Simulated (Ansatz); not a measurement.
H interstitial started on N (metastable zinc-blende GaN host)

These are PBE, PAW (plane waves to 420 eV; Ansatz, an electronic-structure program) values and carry that method's errors. Cell: 64 sites, 2×2×2; final energies on a 2×2×2 shifted mesh. Site at the start: bound to N, open side. Charged cells carry a point-charge image correction with potential alignment at far atoms. Dielectric constants: PBE linear response of the host. Host gap at this level: 1.54 eV. A cell of this size leaves errors of a few tenths of an eV. PBE underestimates the host's gap, which shifts levels and can delocalise carriers. Spin–orbit coupling is left out. Each state is the lowest found from its start.

Formation energies E_f are given with the Fermi level at the valence-band maximum. Chemical conditions: Ga-rich (Δμ(H) = -0.045 eV, bounded by NH3 molecule; only phases computed here count, gases as isolated molecules at 0 K); N-rich (Δμ(H) = -0.34 eV, bounded by NH3 molecule; only phases computed here count, gases as isolated molecules at 0 K). Reference phases: H: H2 molecule in a box.

The name describes the start; the neighbours show where the added atom ended.

| charge | moment (μB) | largest move off a lattice site (Å) | neighbours of the added atom at the end (Å) | image correction with alignment (eV) | E_f, Ga-rich (eV) | E_f, N-rich (eV) |
|---|---|---|---|---|---|---|
| +1 | not spin-polarised | 0.16 | N 1.04, Ga 2.09, Ga 2.09, Ga 2.09, N 2.33, N 2.34, N 2.34 | 0.22 | 0.16 | 0.45 |
| 0* | fractional | 0.19 | N 1.04, Ga 2.09, Ga 2.09, Ga 2.09, N 2.32, N 2.32, N 2.33 | – | – | – |
| −1* | not spin-polarised | 0.21 | N 1.04, Ga 2.09, Ga 2.10, Ga 2.10, N 2.31, N 2.31, N 2.31 | – | – | – |

* At this level the carrier isn't localised at the defect: at charge 0 electrons occupy the conduction band; at charge −1 electrons occupy the conduction band. Such a state is shallow or no state of the defect, and this cell gives it no level.

Starting moments that weren't kept: charge 0 began with 1 μB and ended with 0.5.

No other site or start that was run ended lower by more than 0.1 eV.
